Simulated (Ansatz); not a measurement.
Cubic perovskite KZnF3 was calculated with HSE06 (PAW; Ansatz, a quantum-chemistry and plane-wave program).

Run with plane-wave cutoff 460 eV, 6×6×6 k mesh, Fermi–Dirac smearing 0.01 eV, scalar-relativistic PAW data made under PBE.

Computed points:

```json
[
 {"V (Å³/atom)": "12.892", "E − E_lowest (meV/atom)": "9.15", "P (GPa)": "4.50"},
 {"V (Å³/atom)": "13.374", "E − E_lowest (meV/atom)": "0.74", "P (GPa)": "1.19"},
 {"V (Å³/atom)": "13.571", "E − E_lowest (meV/atom)": "0.00", "P (GPa)": "0.03"},
 {"V (Å³/atom)": "13.910", "E − E_lowest (meV/atom)": "1.90", "P (GPa)": "-1.78"},
 {"V (Å³/atom)": "14.249", "E − E_lowest (meV/atom)": "7.37", "P (GPa)": "-3.35"}
]
```

Question: Estimate the bulk modulus from the pressures at 13.374 and 13.910 Å³/atom, and compare it with a fit to all energies.

Answer: B = −V dP/dV. Between V = 13.374 and 13.910 Å³/atom, dP/dV = (-1.78 − (1.19))/(13.910 − 13.374) = -5.54 GPa per Å³/atom; at the midpoint 13.642 Å³/atom this gives B ≈ 75.6 GPa. The third-order Birch–Murnaghan fit gives V0 = 13.575 Å³/atom, B0 = 77.3 GPa, B′ = 4.7, which lies 2 % above that estimate.

Measured, for comparison: bulk modulus 80 GPa (temperature not stated, no zero-point or thermal correction, (C11+2C12)/3; as tabulated in Vaitheeswaran et al. (2016), arXiv:1609.00541); equilibrium volume per atom 13.34 Å³/atom (room temperature, no zero-point or thermal correction; as tabulated in Dubrovin et al. (2021), arXiv:2110.13026). Computed (rounded) less measured: bulk modulus -3 %, equilibrium volume per atom +1.8 %.
